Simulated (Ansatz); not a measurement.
Start from MgSnO$_{3}$ in the cubic perovskite structure (space group Pm-3m, No. 221; a = 3.987 Å; a hypothetical phase, not in the database extracts checked).

It is then changed as follows: cell and atoms relaxed at a pressure of 5 GPa.

Levels (all Ansatz, an electronic-structure program, PAW): PBEsol (420 eV, no spin-orbit coupling); PBEsol+SOC (420 eV, noncollinear with spin-orbit coupling).

The geometry is relaxed with PBEsol.

| Property | Value |
|---|---|
| PBEsol gap character | indirect, R → Γ |
| PBEsol lowest conduction level above the VBM at special points | Γ 1.11 eV; R 2.71 eV; X 4.49 eV; M 4.89 eV |

With PBEsol+SOC at the same geometry, the gap character stays indirect, R → Γ; the lowest conduction level above the VBM at special points changes from Γ 1.11 eV; R 2.71 eV; X 4.49 eV; M 4.89 eV to Γ 1.10 eV; R 2.71 eV; X 4.49 eV; M 4.88 eV; the hole mass (degenerate bands, along [100]) is 0.80, 2.3 mₑ (at R).

Single points use the geometry relaxed with PBEsol. Differences between runs with and without spin-orbit coupling are approximate. Load acts through the strain it causes; cell and atoms are relaxed under it. Masses are band curvatures over ±0.01 Å⁻¹ around the edge. No phonon test of stability was made. No other phases were tried under pressure. Many cubic perovskites are stable only at high temperature; tilts and polar distortions were not tested.
